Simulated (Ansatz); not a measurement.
# Worked sum: energy of the reaction between neutral defects in MgO (rock salt, Fm-3m)

We look at the energy of the reaction between neutral defects in MgO (rock salt, Fm-3m). Reaction: cell B + Zn (hcp) → cell A + Ca (fcc). A negative value means that the right-hand side lies lower.

A: a supercell of 64 sites of MgO (rock salt, Fm-3m) with Zn on a Mg site (6 O at 2.16 Å); spin state with PBE: run without spin.

B: a supercell of 64 sites of MgO (rock salt, Fm-3m) with Ca on a Mg site (6 O at 2.23 Å); spin state with PBE: run without spin.

Ansatz (a first-principles code) with PAW potentials; structures come from PBE relaxations, nuclei static, no net charge. Ansatz runs with its default PAW set. Other levels take these structures. The lattices are those relaxed with PBE, so at other levels the solids can be strained, which adds to the spread. Larger cells are relaxed from a start prepared with the learned potential CHGNet, on a coarser mesh till forces fall under 0.03 eV/Å, which some starts already meet. A dispersion term (D3(BJ), or D4 for r2SCAN) was computed beside these levels and is taken off wherever the name lacks it. Cell A has symmetry Pm-3m and got no random move, so less symmetric positions, which may lie lower, weren't tried. Cell B has symmetry Pm-3m and got no random move, so less symmetric positions, which may lie lower, weren't tried.

Total energies of the cells in eV, at zero smearing width. They compare only within one column; the weights balance every element.

```tsv
cell	atoms	weight	r2SCAN	RPBE
A: MgO:Zn_Mg	64	+1	-81342.78884	-81349.58843
B: MgO:Ca_Mg	64	−1	-79841.32993	-79848.37212
Ca (fcc)	1	+1	-1821.67356	-1821.20931
Zn (hcp)	2	−1/2	-6651.32185	-6648.86818
```

r2SCAN: (-81342.78884) − (-79841.32993) + (-1821.67356) − 1/2 × (-6651.32185) = 2.528 eV.

RPBE: (-81349.58843) − (-79848.37212) + (-1821.20931) − 1/2 × (-6648.86818) = 2.008 eV.

What follows from the r2SCAN value: Per mole of the reaction as written, 2.528 eV × 96.485 = 243.9 kJ.
